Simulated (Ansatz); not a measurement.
**GaSb, response to strain**

Start from GaSb in the zinc blende structure (space group F-43m, No. 216; a = 6.132 Å). Axes: x, y, z lie along the cube axes.

Strains are applied to the cell and any free atomic positions relax; under biaxial strain the out-of-plane vector relaxes too.

All numbers come from r2SCAN (Ansatz, a program for electronic structure), scalar-relativistic without spin-orbit coupling.

Notes on the quantities. energy relative to the base: free energy F.

```json
[
 {"biaxial strain, plane normal [001], relaxed out of plane (%)": "0", "energy relative to the base (meV/atom)": "0.0"},
 {"biaxial strain, plane normal [001], relaxed out of plane (%)": "0.5", "energy relative to the base (meV/atom)": "?"},
 {"biaxial strain, plane normal [001], relaxed out of plane (%)": "1", "energy relative to the base (meV/atom)": "1.6"},
 {"biaxial strain, plane normal [001], relaxed out of plane (%)": "1.5", "energy relative to the base (meV/atom)": "3.5"},
 {"biaxial strain, plane normal [001], relaxed out of plane (%)": "2", "energy relative to the base (meV/atom)": "6.2"}
]
```

**Question.** Fit ΔE = Aε² + Bε³ (ε in %) to the rows shown and predict the withheld row.

**Answer.** Least squares on the printed values gives A = 1.61 and B = -0.030 meV/atom (largest residual 0.0 meV/atom); this predicts 0.4 meV/atom, and the run gives 0.4 meV/atom, in agreement.

No phonon test of stability was made.
